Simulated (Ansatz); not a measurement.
An Ansatz (a quantum-chemistry and plane-wave program) input (Ansatz r2SCAN, without spin-orbit coupling):

Ansatz 0.2 input:
```yaml
crystal:
  lattice:
    - [-2.6572019613, 2.8041388363, 5.5487510141]
    - [2.6572019613, -2.8041388363, 5.5487510141]
    - [2.6572019613, 2.8041388363, -5.5487510141]
  atoms:
    - { symbol: Cu, position: [0.75, 0.25, 0.5] }
    - { symbol: Cu, position: [0, 0, 0] }
    - { symbol: Ga, position: [0.25, 0.75, 0.5] }
    - { symbol: Ga, position: [0.5, 0.5, 0] }
    - { symbol: Se, position: [0.1213397786, 0.125, 0.4963397786] }
    - { symbol: Se, position: [0.6286602214, 0.625, 0.5036602214] }
    - { symbol: Se, position: [0.375, 0.8786602214, 0.0036602214] }
    - { symbol: Se, position: [0.875, 0.3713397786, 0.9963397786] }
basis: { ecutwfc: 500, ecutrho_ratio: 4, xc_grid: 4, fft_grid_basis: typed }
kpoints: { mp_grid: { grid: [8, 8, 8] } }
hamiltonian:
  xc: r2scan
  dispersion: none
  pseudopotentials: { kind: paw }
scf: { occupations: { method: fermi_dirac, width: 0.05 }, convergence: { dr2_threshold: 0.0000000008 } }
relax: { f_tol: 0.005, max_steps: 50 }
output: { forces: true, stress: true }
checkpoint: { write: state.ck, write_every: 1000 }
```

Which symmetry and how many k-points will the program report, and about how many plane waves at Γ?

Space group I212121 (ITA 24) with 4 operations, k-points 95 of 512, and 4199 plane waves at Γ.

And the final pressure?

4.20 GPa (compression positive).

The cells carry an imposed strain or load. Stability against distortions was not tested. All final runs are without spin polarisation. The cell was made from GaCuSe₂ in the chalcopyrite structure (space group I-42d, No. 122) by this change: uniaxial strain ε_xx = −5.24 %.
